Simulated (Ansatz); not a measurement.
For BeCdO₂ (model structure, started from the ScAlN2 type, P3m1, No. 156, 4 atoms in the cell), LDA (Ansatz, a quantum-chemistry and plane-wave program, PAW) gives:

- lattice parameter a = 2.990 Å
- c axis length = 5.395 Å
- bulk modulus B0 = 131 GPa
- cohesive energy = 5.17 eV/atom
- band gap = 0.82 eV

Problem. What does r²SCAN (Ansatz, PAW) give for the same quantities?

Solution. 
- lattice constant a: 3.050 Å (grows by 2.0 %)
- lattice parameter c: 5.442 Å (grows by 0.9 %)
- bulk modulus: 120 GPa (drops by 8.4 %)
- cohesive energy: 4.38 eV/atom (shrinks by 0.79 eV/atom)
- band gap: 1.27 eV (goes up by 0.45 eV)

Changes are worked out from the printed values.

Unless a cell is named, each level is at its own relaxed cell (LDA 10.45, r²SCAN 10.96 Å³/atom).

Spin–orbit coupling is included only where a level's name says +SOC; with heavier elements it mostly lowers gaps and can invert bands. Density-functional gaps are differences of (generalised) Kohn–Sham levels.

Caveats: the bulk modulus is −V dP/dV from two relaxed cells at ±2 % in volume (LDA, r²SCAN). Ansatz's density-functional and Hartree–Fock values are scalar-relativistic unless marked +SOC, with PAW data made under PBE.

A model structure was made by putting elements into a prototype or built by hand; it is no filed structure, need not be a known phase, and can be a saddle point held by its symmetry.
